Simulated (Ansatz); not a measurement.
## MoP: pressure −1 GPa

Consider MoP (space group P-6m2, No. 187; a = 3.206 Å, c = 3.174 Å).

One thing is altered: hydrostatic tension (pressure −1 GPa).

The values are results of plane-wave PAW DFT at the PBEsol level (Ansatz, a quantum-chemistry and plane-wave program, 420 eV), no SOC, not measurements. Settings: 17×17×15 k-points, 0.05 eV Fermi–Dirac smearing.

The volume per atom grows by 0.06 Å³, from 14.13 Å³ to 14.19 Å³ and the density falls by 0.03 g/cm³, from 7.46 g/cm³ to 7.43 g/cm³. The lattice parameter a grows by 0.006 Å (3.206 Å → 3.212 Å) and the c/a ratio hardly moves (0.990 against 0.989). The shortest interatomic distance rises by 0.0033 Å, from 2.438 Å to 2.442 Å and the enthalpy H = E + PV relative to the base's energy amounts to -0.09 eV/atom. The band gap stays zero.

Final structure:

```xyz
2
Lattice="3.2119 0.0000 0.0000 -1.6060 2.7816 0.0000 0.0000 0.0000 3.1764" Properties=species:S:1:pos:R:3 pbc="T T T"
Mo     0.0000     0.0000     0.0000
P      1.6060     0.9272     1.5882
```

Load acts through the strain it causes; cell and atoms are relaxed under it. Whether these cells are dynamically stable was not tested. The final runs are not spin-polarised. An odd electron count without spin: MoP.
